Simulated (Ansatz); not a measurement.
The starting structures come from a database of crystals and need not be the phases stable at ambient conditions.

Inside the gap of an insulator the Bloch states are evanescent, with a wavenumber k + iκ along the transport direction.

Data:

```
LiTaGeO5
1.0
    5.53969     0.00000     0.00000
   -0.34928     5.52867     0.00000
    2.52056     2.68482     6.50947
Li Ta Ge O
2 2 2 10
Direct
  0.30703   0.69297   0.75000
  0.69297   0.30703   0.25000
  0.00000   0.00000   0.50000
  0.00000   0.00000   0.00000
  0.36172   0.63828   0.25000
  0.63828   0.36172   0.75000
  0.24026   0.76316   0.05702
  0.75974   0.23684   0.94298
  0.23684   0.75974   0.44298
  0.76316   0.24026   0.55702
  0.69365   0.70385   0.65058
  0.30635   0.29615   0.34942
  0.29615   0.30635   0.84942
  0.70385   0.69365   0.15058
  0.06722   0.93278   0.75000
  0.93278   0.06722   0.25000
```

The cell is taken as given; by r2SCAN it stands under a pressure of 0.7 GPa.

Transport runs along the normal of the first two printed cell vectors.

No gap correction and no spin-orbit coupling; mid-gap is the computed energy nearest the middle.

Task: Predict the band gap and the smallest decay constant κ at mid-gap from r2SCAN run with Ansatz (a program for electronic structure).

Result: Gap 4.40 eV on a 6×6×6 mesh; κ = 0.342 1/Å, at the zone centre.
